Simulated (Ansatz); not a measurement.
**Response to strain in ZnSnO3**

Take ZnSnO3 (space group R3c, No. 161) as the base.

```yaml
crystal:
  lattice:
    - [2.63915, 1.52372, 4.66998]
    - [-2.63915, 1.52372, 4.66998]
    - [0.00000, -3.04743, 4.66998]
  atoms:
    - { symbol: Zn, position: [0.29492, 0.29492, 0.29492] }
    - { symbol: Zn, position: [0.79492, 0.79492, 0.79492] }
    - { symbol: Sn, position: [0.01257, 0.01257, 0.01257] }
    - { symbol: Sn, position: [0.51257, 0.51257, 0.51257] }
    - { symbol: O, position: [0.72151, 0.11607, 0.40522] }
    - { symbol: O, position: [0.40522, 0.72151, 0.11607] }
    - { symbol: O, position: [0.11607, 0.40522, 0.72151] }
    - { symbol: O, position: [0.90522, 0.61607, 0.22151] }
    - { symbol: O, position: [0.22151, 0.90522, 0.61607] }
    - { symbol: O, position: [0.61607, 0.22151, 0.90522] }
```

Cartesian axes are those of the cell as printed.

Strains are applied to the cell and any free atomic positions relax; under biaxial strain the out-of-plane vector relaxes too; under stress the whole cell relaxes.

Method: DFT with PBEsol, PAW potentials and a 420 eV plane-wave cutoff in Ansatz (a first-principles code), no SOC.

Notes on the quantities. in-plane stress: mean in-plane stress (compression positive).

| change | volume per atom | in-plane stress | width of the top valence band |
|---|---|---|---|
| base | 11.27 Å³ | – | 0.31 eV |
| biaxial strain −4.43 %, plane normal [001], relaxed out of plane | 10.77 Å³ | +16.4 GPa | 0.45 eV |
| biaxial strain −1.77 %, plane normal [001], relaxed out of plane | 11.07 Å³ | +6.3 GPa | 0.36 eV |
| biaxial strain −1.52 %, plane normal [001], relaxed out of plane | 11.09 Å³ | +5.4 GPa | 0.35 eV |
| biaxial strain −0.96 %, plane normal [001], relaxed out of plane | 11.16 Å³ | +3.4 GPa | 0.33 eV |
| uniaxial stress, 0.5 GPa compression along z | 11.25 Å³ | – | 0.31 eV |

The levels and masses belong to the bands next to the band gap. Stability under load was not tested beyond the relaxation.
